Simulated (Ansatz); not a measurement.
Base system: Zr in the hcp (Mg type) structure (space group P6_3/mmc, No. 194; a = 3.182 Å, c = 5.124 Å; relaxed with 0.1 eV smearing).

Computed with Ansatz (a first-principles code), PBEsol, PAW, cutoff 420 eV, no spin-orbit coupling.

Base values:

| Property | Value |
|---|---|
| Band gap | zero |

Now apply this change: every lattice vector is stretched by 1.00 %, atoms relaxed at fixed cell.

Task: Estimate the effect on the band gap.

Result: The band gap is still zero.

Task: What happens to the energy relative to the base?

Result: The energy rises by 6.1 meV/atom.

The cells carry an imposed strain or load. No phonon test of stability was made. The final runs are not spin-polarised.
